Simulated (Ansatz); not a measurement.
Functionals compared on CH3 on the 1x1 (111) surface of fcc Rh, one in a 2x2 cell, started at the site 'hollow Rh-Rh-Rh over Rh at depth 2.2 Å', in Ansatz (plane waves, PAW). The structure was relaxed with PBE; the other rows are single points on it, each with its references at the same level. Cutoff 420 eV (500 eV for r2SCAN).

Set-up: 20 atoms, 6.5 Å thick at the start under the adsorbate (thin: gaps and levels are the slab's own); mesh 6x6x1; 0.1 eV smearing; dipole correction on; 8 atoms held, the rest relaxed; symmetry of the start imposed; no spin, no spin-orbit, no U, no dispersion correction. At the end it is bonded to 3 Rh. In PBE this state lies 0.03 eV over the lowest of the starts that converged ('hollow Rh-Rh-Rh over Rh at depth 4.4 Å'). These notes are the PBE run's. Adsorption energies are against CH4(g) − ½ H2(g). A negative adsorption energy means that the adsorbate is more stable on the surface than in its reference.

```csv
functional,adsorption energy (eV),work function of the top face (eV),change of the work function (eV),rough cost of the single point
PBE,0.69,3.87,-1.27,–
RPBE,[?],[?],[?],very roughly 50 core-seconds
r2SCAN,0.52,3.88,-1.25,very roughly 110 core-seconds
```

Problem. Complete the blanks.

Solution. 
- RPBE, adsorption energy (eV): 1.02
- RPBE, work function of the top face (eV): 3.76
- RPBE, change of the work function (eV): -1.20

Ansatz is a first-principles code.
